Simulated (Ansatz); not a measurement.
LaWN3 (P2₁/m, No. 11, 10 atoms in the cell; start mp-989646) was calculated with PBEsol (plane waves, PAW; Ansatz, a first-principles code).

Numerical settings: plane-wave cutoff 520 eV, 6×10×6 k mesh (along the axes of the cell as run), Fermi–Dirac smearing 0.01 eV, no spin polarisation, scalar-relativistic PAW data made under PBE.

Cell (relaxed at this level):

```cif
data_La2N6W2
_chemical_formula_sum 'La2 W2 N6'
_space_group_name_H-M_alt 'P21/m'
_space_group_IT_number 11
_space_group_name_Hall '-P 2yb'
_cell_length_a 5.79495
_cell_length_b 3.85718
_cell_length_c 7.89965
_cell_angle_alpha 90.000
_cell_angle_beta 109.076
_cell_angle_gamma 90.000
loop_
_atom_site_label
_atom_site_type_symbol
_atom_site_symmetry_multiplicity
_atom_site_Wyckoff_symbol
_atom_site_fract_x
_atom_site_fract_y
_atom_site_fract_z
_atom_site_occupancy
La1 La 2 e 0.24699 0.25000 0.18513 1
W1 W 2 e 0.14029 0.25000 0.66814 1
N1 N 2 e 0.03521 0.25000 0.86599 1
N2 N 2 e 0.02504 0.75000 0.61018 1
N3 N 2 e 0.46747 0.25000 0.74120 1
```

Question: What does this level give for the band gap?

Answer: 
- band gap: 1.70 eV (on the SCF k mesh)

Note: the relaxation could not lower the start's symmetry, so the cell can be a saddle point above a distorted one.

Spin–orbit coupling is not included.

Static lattice: no zero-point or thermal effects.

The result took very roughly 9 core-minutes.

A start named mp-… is a Materials Project structure, which need not be a measured phase.
